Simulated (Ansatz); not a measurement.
**Response to strain in GaSb**

Base system: GaSb in the zinc blende structure (space group F-43m, No. 216; a = 6.049 Å). Axes: x, y, z lie along the cube axes.

Strains are applied to the cell and any free atomic positions relax.

Method: LDA (Ansatz, a quantum-chemistry and plane-wave program, PAW, no spin-orbit coupling).

Notes on the quantities. band gap: uncertain: the Fermi level lies in a band; the base alone; energy relative to the base: free energy F; pressure: mean of the normal stresses, compression positive.

```csv
case,volume per atom,band gap,energy relative to the base,pressure
base,27.66 Å³,0.07 eV,0 meV/atom,0.00 GPa
uniaxial strain ε_zz = −3.00 %,26.83 Å³,0.16 eV,+6.9 meV/atom,1.81 GPa
uniaxial strain ε_zz = −2.50 %,26.97 Å³,0.15 eV,+4.8 meV/atom,1.49 GPa
uniaxial strain ε_zz = −1.50 %,27.25 Å³,0.11 eV,+1.7 meV/atom,[?]
uniaxial strain ε_zz = −0.50 %,27.53 Å³,0.08 eV,+0.2 meV/atom,0.28 GPa
uniaxial strain ε_zz = +0.50 %,27.80 Å³,zero,+0.2 meV/atom,-0.3 GPa
uniaxial strain ε_zz = +1.00 %,27.94 Å³,zero,+0.7 meV/atom,-0.5 GPa
uniaxial strain ε_zz = +2.00 %,28.22 Å³,zero,+2.9 meV/atom,[?]
uniaxial strain ε_zz = +2.50 %,28.36 Å³,zero,+4.5 meV/atom,-1.3 GPa
uniaxial strain ε_zz = +3.00 %,28.49 Å³,zero,[?],-1.5 GPa
```

Problem. Fill in the withheld entries from the trend.

Solution. 
- uniaxial strain ε_zz = −1.50 %, pressure: 0.87 GPa
- uniaxial strain ε_zz = +2.00 %, pressure: -1.0 GPa
- uniaxial strain ε_zz = +3.00 %, energy relative to the base: +6.5 meV/atom

Spin-orbit coupling, missing from the scalar runs, can matter with Sb. Whether these cells are dynamically stable was not tested. The final runs are not spin-polarised. Gaps under 0.05 eV, about the width of the smearing, are given as zero. The zero or small gap of GaSb can change with the level of theory.
